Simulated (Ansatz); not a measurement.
Consider the following.

```xyz
8
Lattice="-2.5306 2.5306 4.9391 2.5306 -2.5306 4.9391 2.5306 2.5306 -4.9391" Properties=species:S:1:pos:R:3 pbc="T T T"
Zn     0.0000     0.0000     0.0000
Zn     0.0000     2.5306     2.4695
Si     0.0000     0.0000     4.9391
Si     2.5306     0.0000     2.4695
P      1.2151     1.2653     6.1738
P      1.2653    -1.2151     3.7043
P      1.3155     1.2653     1.2348
P      1.2653     3.7457    -1.2348
```

No spin polarisation.

The values are results of Ansatz (an electronic-structure program), PBEsol, PAW, cutoff 420 eV, without spin-orbit coupling, not measurements. Settings: 9×9×9 k-points, 0.05 eV Fermi–Dirac smearing.

Question: What band gap does the calculation give?

Answer: 0.71 eV.

Question: What is the computed electron mass?

Answer: 1.4 mₑ along c, 0.23 mₑ across (at Γ).

Load acts through the strain it causes; cell and atoms are relaxed under it. Masses are band curvatures over ±0.01 Å⁻¹ around the edge. No phonon test of stability was made. Competing high-pressure phases were not computed. The cell was made from ZnSiP₂ in the chalcopyrite structure (space group I-42d, No. 122) by this change: pressure 22.5 GPa.
